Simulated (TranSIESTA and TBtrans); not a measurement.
Junction: Pb chain with one bond stretched by 0.6 Å. Leads: straight Pb chain, spacing 2.708 Å. Geometry: as built, not relaxed. Transport runs along z; the first 4 and the last 4 of the 14 atoms are the lead cells, repeated to infinity.

```xyz
14
Lattice="9.000 0.000 0.000 0.000 9.000 0.000 0.000 0.000 38.512" Properties=species:S:1:pos:R:3 pbc="F F T"
Pb     4.500     4.500     0.000
Pb     4.500     4.500     2.708
Pb     4.500     4.500     5.416
Pb     4.500     4.500     8.124
Pb     4.500     4.500    10.832
Pb     4.500     4.500    13.540
Pb     4.500     4.500    16.248
Pb     4.500     4.500    19.556
Pb     4.500     4.500    22.264
Pb     4.500     4.500    24.972
Pb     4.500     4.500    27.680
Pb     4.500     4.500    30.388
Pb     4.500     4.500    33.096
Pb     4.500     4.500    35.804
```

Run with TranSIESTA and TBtrans (open boundaries, self-consistent; PseudoDojo norm-conserving potentials, scalar-relativistic): PAO.BasisSize DZP, PAO.EnergyShift 0.15 eV, XC.Authors PBE, Mesh.Cutoff 200 Ry, ElectronicTemperature 300 K, TS.Voltage 0.0 eV, TBT.Elecs.Eta 0.001 eV, no spin polarisation.

Energies count from the leads' Fermi level. Transmissions are for one spin of a degenerate pair. The energy step is 0.01 eV; narrower resonances are cut or missed.

```tsv
E (eV)	T
-0.20	2.37
-0.15	2.40
-0.10	2.42
-0.05	2.43
0.00	2.43
0.05	2.43
0.10	2.42
0.15	2.41
0.20	2.40
```

Question: Give the zero-bias conductance in μS and the resistance at 300 K.

Answer: At the Fermi level T = 2.43. Averaged with −∂f/∂E over the full grid (kT = 25.9 meV) it is 2.43. With G0 = 2e²/h = 77.48 μS, G = 188 μS and R = 1/G = 5.32 kΩ.

Question: The eigenchannels at the Fermi level transmit 0.890, 0.771, 0.771. What Fano factor of the shot noise follows at low temperature and bias?

Answer: F = Σ τ(1 − τ)/Σ τ = 0.451/2.43 = 0.19.

The straight chain is held at its spacing; free chains may zigzag or dimerise. No spin-polarised start was tried, so a magnetic state, if there is one, is missed. Spin-orbit coupling, left out here, matters for the heavy atoms.
